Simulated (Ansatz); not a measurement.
Single solute atoms on Cu sites of fcc Cu, each beside a vacancy: the barrier for the solute to jump into the vacancy, counted from the relaxed pair on adjacent sites of that sublattice. PBE (Ansatz, an electronic-structure program, plane waves to 420 eV, PAW), climbing-image NEB, 32 sites, 4×4×4 shifted, energies as single points at geometries from a coarser mesh; static nuclei, fixed cell, no finite-size correction. This jump alone does not carry the solute far: the vacancy must also move round it. All rows are spin-restricted. Spin-orbit coupling is left out.

The jump length is the distance between the solute's relaxed places before and after the jump, so it follows from relaxing the pair, without the band.

```
Row  Solute  Jump length x (Å)  Barrier y (eV)
---  ------  -----------------  --------------
1        Sc               1.93            0.18
2        Sn               2.11            0.41
3        Re               2.46            1.27
4        Rh               2.44            1.03
5        Zn               2.46            0.55
6        Mg               2.13            0.33
7        Mo               2.36               ?
```

Problem. Fit a straight line of barrier against jump length to rows 1 to 6, predict row 7, and compare with the computed barrier.

Solution. Means: x̄ = 2.255 Å, ȳ = 0.628 eV. Sums of products of deviations: Sxx = 0.2606 Å², Sxy = 0.4045 eV Å, Syy = 0.9169 eV². Slope: Sxy/Sxx = 1.55 eV/Å; r² = Sxy²/(Sxx Syy) = 0.68; scatter about the line: √[(Syy − Sxy²/Sxx)/(6 − 2)] = 0.27 eV. Row 7: 0.628 + 1.55 × (2.36 − 2.255) ≈ 0.79 eV. The computed barrier is 0.86 eV, +0.07 eV from the line, within the scatter; the mean ȳ alone misses it by 0.23 eV.
